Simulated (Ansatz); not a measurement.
**Ir: Ru on a Ir site, symmetric start**

The reference is a 12-atom supercell of Ir in the fcc (Cu type) structure (space group Fm-3m, No. 225; a = 3.844 Å) at its relaxed geometry.

Perturbation: a neutral Ru on a Ir site, symmetric start, atoms relaxed at fixed cell.

Computed with r2SCAN, PAW, 500 eV (Ansatz, a program for electronic structure; no spin-orbit coupling). k-mesh 7×5×7 (Γ-centred); smearing 0.05 eV (Fermi–Dirac).

```json
[
 {"quantity": "pressure", "base": "0.1 GPa", "changed": "-1.5 GPa", "shift": "-1.51 GPa"},
 {"quantity": "energy gained by relaxation", "base": "–", "changed": "0.01 eV", "shift": "–"},
 {"quantity": "largest displacement of a host atom from its site in the perfect cell", "base": "–", "changed": "0.02 Å", "shift": "–"},
 {"quantity": "mean distance from the defect site to its nearest host atoms", "base": "272 pm", "changed": "271 pm", "shift": "-1 pm"}
]
```

Final structure:

```yaml
crystal:
  lattice:
    - [0.00000, 3.84442, 3.84442]
    - [3.84442, -3.84442, 3.84442]
    - [3.84442, 3.84442, 0.00000]
  atoms:
    - { symbol: Ru, position: [0.00000, 0.00000, 0.00000] }
    - { symbol: Ir, position: [0.00000, 0.00000, 0.50000] }
    - { symbol: Ir, position: [0.16615, 0.33228, 0.16615] }
    - { symbol: Ir, position: [0.16615, 0.33228, 0.66771] }
    - { symbol: Ir, position: [0.33333, 0.66920, 0.33333] }
    - { symbol: Ir, position: [0.33229, 0.66772, 0.83385] }
    - { symbol: Ir, position: [0.50000, 0.00000, 0.00000] }
    - { symbol: Ir, position: [0.50000, 0.00000, 0.50000] }
    - { symbol: Ir, position: [0.66771, 0.33228, 0.16615] }
    - { symbol: Ir, position: [0.66667, 0.33080, 0.66667] }
    - { symbol: Ir, position: [0.83385, 0.66772, 0.33229] }
    - { symbol: Ir, position: [0.83385, 0.66772, 0.83385] }
```

In so small a cell the defect repeats every few ångströms: this is an ordered compound, not a dilute defect. The defect started on the symmetric site and kept its symmetry, so it may sit on a saddle. The final runs are not spin-polarised. The defect cell is not spin-polarised.
